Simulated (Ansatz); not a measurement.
**LiF under load (space group I4/mmm): band-edge transport data**

Here is the system:

```
CELL_PARAMETERS angstrom
      0.00000     2.06827     1.96124
      2.06827     0.00000     1.96124
      2.06827     2.06827     0.00000
ATOMIC_POSITIONS crystal
  Li 0.00000 0.00000 0.00000
  F  0.50000 0.50000 0.50000
```

All values below come from r2SCAN, rigid bands (plane waves, PAW, scalar-relativistic; Ansatz, a program for electronic structure). Condition of this run: biaxial stress in (001) of -3.6 GPa (compression positive) (the target of the relaxation). Geometry: cell and atoms relaxed with PBEsol, then loaded as said.

```yaml
band_gap: 9.76 eV
electron conductivity mass (300 K, dilute): 0.86 (x), 0.86 (y), 0.88 (z) mₑ
hole conductivity mass (300 K, dilute): 3.8 (x), 3.8 (y), 4.0 (z) mₑ
effective density of states N_c (300 K): 2.0e19 cm⁻³
effective density of states N_v (300 K): 7.7e20 cm⁻³
density_of_states_mass_electrons: 0.87 mₑ
density_of_states_mass_holes: 9.8 mₑ
Seebeck coefficient, n-type 1e19 cm⁻³, 300 K: -278 μV/K
best n-type power factor at 300 K for τ = 10 fs (best axis; densities from 1e16 to 1e21 cm⁻³ tried, whether or not they can be reached): 3.8 μW/(cm·K²) at 1e20 cm⁻³
Seebeck coefficient, p-type 1e19 cm⁻³, 300 K: 613 μV/K
```

Rigid bands; masses and Seebeck coefficients take one relaxation time τ for all states and one kind of carrier; polarons and phonon drag are left out. Spin-orbit coupling is left out. Geometry: cell and atoms relaxed with PBEsol.
